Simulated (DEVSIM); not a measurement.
## illuminated Si p-on-n cell, one wavelength

Structure: illuminated Si p-on-n cell, one wavelength, at 300 K.

| layer (left to right) | material | thickness (μm) | Nd (cm⁻³) | Na (cm⁻³) | τn (s) | τp (s) | absorption coefficient (cm⁻¹) |
|---|---|---|---|---|---|---|---|
| 1 | Si | 0.170 | - | 2.4e18 | 8.4e-8 | 1.1e-8 | 34000 |
| 2 | Si | 53.0 | 1.8e16 | - | 7.6e-7 | 7.6e-7 | 34000 |

Left contact: ohmic, minority electron recombination velocity 2e5 cm/s. Right contact: ohmic, minority hole recombination velocity 1e6 cm/s. Voltage is applied to the left contact. Recombination: SRH at mid-gap, radiative, Auger. Light enters at the left, 3.8e17 photons cm⁻² s⁻¹, one pass, no reflection. Mobility is μmin + (μ − μmin)/(1 + (N/Nref)^α).

The device is made up for the run: typed textbook-type constants, with dimensions and the other settings drawn at random. Values at 300 K.

```tsv
parameter	Si
gap (eV)	1.124
affinity (eV)	4.05
permittivity	11.7
Nc (cm⁻³)	2.86e19
Nv (cm⁻³)	3.1e19
μn (cm²/Vs)	1417
μp (cm²/Vs)	470
μn,min	52
μp,min	45
Nref,n	9.7e16
Nref,p	2.2e17
αn	0.68
αp	0.72
B (cm³/s)	4.7e-15
Cn (cm⁶/s)	2.8e-31
Cp (cm⁶/s)	9.9e-32
```

DEVSIM, 1D drift-diffusion, Boltzmann statistics, complete ionisation; no tunnelling, impact ionisation, image-force lowering or self-heating.

The potential step across the device at zero bias is 0.867 V and the largest field in the device at zero bias is 100000 V/cm. The dark forward voltage at 1 A/cm² is 0.676 V, the dark forward voltage at 100 A/cm² comes out as 0.854 V and the short-circuit current comes out as 54.8 mA/cm². The open-circuit voltage is 0.597 V. The fill factor is 0.82. The largest power comes out as 27.0 mW/cm². The share of generated pairs collected at short circuit comes out as 0.900.

Current under light (generator sign):

```
V (V)  J (mA/cm²)
-----  ----------
0.00         54.8
0.08         54.8
0.16         54.8
0.26         54.8
0.34         54.8
0.44         54.6
0.46         54.4
0.48         54.1
0.50         53.4
0.52         51.9
0.54         48.7
0.56         41.7
0.58         26.7
0.60        -5.59
```

Dark reverse current:

```csv
V (V),J (A/cm²)
-0.04,-1.6e-9
-0.10,-3.3e-9
-0.20,-5.5e-9
-0.30,-7.4e-9
-0.40,-9.2e-9
-0.60,-1.3e-8
-0.80,-1.5e-8
-1.00,-1.8e-8
-1.30,-2.2e-8
-1.60,-2.5e-8
-2.00,-2.9e-8
```
